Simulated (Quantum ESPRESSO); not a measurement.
# Convergence test for CoNiP (P-62m, 9 atoms in the cell)

```
CELL_PARAMETERS angstrom
      5.67586     0.00000     0.00000
     -2.83793     4.91544     0.00000
      0.00000     0.00000     3.27294
ATOMIC_POSITIONS crystal
  Co 0.00000 0.73845 0.00000
  Co 0.73845 0.00000 0.00000
  Co 0.26155 0.26155 0.00000
  Ni 0.00000 0.39506 0.50000
  Ni 0.39506 0.00000 0.50000
  Ni 0.60494 0.60494 0.50000
  P  0.33333 0.66667 0.00000
  P  0.66667 0.33333 0.00000
  P  0.00000 0.00000 0.50000
```

Level of theory: PBEsol, PSlibrary ultrasoft (PBE) pseudopotentials (plane waves; Quantum ESPRESSO 7.5).

The starting cell comes from a database of computed structures (which also holds hypothetical and non-ambient phases and stackings), without a prior relaxation at this level. Its lattice was rescaled by a random factor within 2.5 % of one. Spin polarisation is off, so a magnetic state, if there is one, cannot be reached. In the base run, with a pressure of about 8 GPa the cell is away from its equilibrium volume at this level.

Held fixed: ecutwfc = 50 Ry; ecutrho = 300 Ry; occupations = smearing; smearing = marzari-vanderbilt; degauss = 0.0036749 Ry; input_dft = pbesol; K_POINTS = automatic 5 5 7 0 0 0; conv_thr = 1e-10 Ry.

ΔF is the free energy per atom less that of the last row (100).

The series runs over nbnd = 36; 37; 38; 40; 44; 52; 68; 100.

Question: From which setting on does the energy stay within 0.5 meV/atom of the last one?

Answer: From nbnd = 37 on; the one before it is off by 1.8 meV/atom.

```tsv
nbnd	ΔF (meV/atom)	pressure (GPa)	largest force (eV/Å)	bands	iterations
36	1.82	8.01	0.112	36	68
37	0.30	7.99	0.114	37	32
38	0.00	7.98	0.117	38	22
40	0.00	7.99	0.117	40	18
44	0.00	7.98	0.117	44	15
52	0.00	7.99	0.117	52	12
68	0.00	7.99	0.117	68	11
100	0.00	7.99	0.117	100	11
```
